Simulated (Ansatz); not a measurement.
## What pressure 4.5 GPa does to Al2O3

Base system: Al2O3 in the corundum structure (space group R-3c, No. 167; a = 4.8080 Å, c = 13.1216 Å (hexagonal axes)).

The change: a hydrostatic pressure of 4.5 GPa.

Computed with DFT with PBE, PAW potentials and a 420 eV plane-wave cutoff in Ansatz (a quantum-chemistry and plane-wave program), no spin-orbit coupling, earlier PAW set. k-mesh 8×8×8 (Γ-centred); smearing 0.05 eV (Fermi–Dirac).

```json
[
 {"quantity": "volume per atom", "base": "8.76 Å³", "changed": "8.59 Å³", "shift": "-0.163 Å³"},
 {"quantity": "density", "base": "3.87 g/cm³", "changed": "3.94 g/cm³", "shift": "+0.07 g/cm³"},
 {"quantity": "lattice parameter a", "base": "4.808 Å", "changed": "4.779 Å", "shift": "-0.029 Å"},
 {"quantity": "shortest interatomic distance", "base": "1.874 Å", "changed": "1.862 Å", "shift": "-0.012 Å"},
 {"quantity": "enthalpy H = E + PV relative to the base's energy", "base": "–", "changed": "+0.24 eV/atom", "shift": "–"},
 {"quantity": "band gap", "base": "5.86 eV", "changed": "6.09 eV", "shift": "+0.23 eV"},
 {"quantity": "gap character", "base": "direct at Γ", "changed": "direct at Γ", "shift": "–"},
 {"quantity": "mean gap deformation potential ΔEg/Δln V", "base": "–", "changed": "-12.0 eV", "shift": "–"},
 {"quantity": "width of the top valence band", "base": "0.60 eV", "changed": "0.63 eV", "shift": "+0.03 eV"},
 {"quantity": "electron mass", "base": "0.38 mₑ along c, 0.37 mₑ across (at Γ)", "changed": "0.40 mₑ along c, 0.37 mₑ across (at Γ)", "shift": "–"},
 {"quantity": "valence-band top at Γ (three highest levels, from the VBM)", "base": "0.00, -0.03, -0.03 eV", "changed": "0.00, -0.04, -0.04 eV", "shift": "–"}
]
```

Cost of the whole job for the changed cell (relaxation, final SCF and bands): roughly 2.7 core-minutes.

Load acts through the strain it causes; cell and atoms are relaxed under it. Effective masses come from finite differences of ±0.01 Å⁻¹. Whether these cells are dynamically stable was not tested.
